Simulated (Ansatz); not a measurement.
Consider the following.

```
CELL_PARAMETERS angstrom
      0.00000     5.71955     5.71955
      5.71955     0.00000     5.71955
      5.71955     5.71955     0.00000
ATOMIC_POSITIONS crystal
  Bi 0.00000 0.00000 0.00000
  Ag 0.50000 0.50000 0.50000
  Cs 0.25000 0.25000 0.25000
  Cs 0.75000 0.75000 0.75000
  Br 0.25195 0.74805 0.25195
  Br 0.25195 0.74805 0.74805
  Br 0.74805 0.25195 0.74805
  Br 0.74805 0.25195 0.25195
  Br 0.25195 0.25195 0.74805
  Br 0.74805 0.74805 0.25195
```

No spin polarisation.

All numbers come from plane-wave PAW DFT at the PBEsol level (Ansatz, a quantum-chemistry and plane-wave program, 420 eV), scalar-relativistic without spin-orbit coupling. Settings: 5×5×5 k-points, 0.05 eV Fermi–Dirac smearing.

### Question
Estimate the hole mass.

### Answer
0.20 mₑ along k, 0.78 mₑ across (at X).

### Question
Predict the gap character.

### Answer
Indirect, X → L.

### Question
Estimate the pressure.

### Answer
-1.47 GPa.

With Bi present, leaving out spin-orbit coupling can change the band edges. The cells carry an imposed strain or load. Masses are band curvatures over ±0.01 Å⁻¹ around the edge. Along k means along the line from Γ to the band edge. Whether these cells are dynamically stable was not tested. The cell was made from Cs₂AgBiBr₆ (space group Fm-3m, No. 225) by this change: isotropic strain +2.25 %.
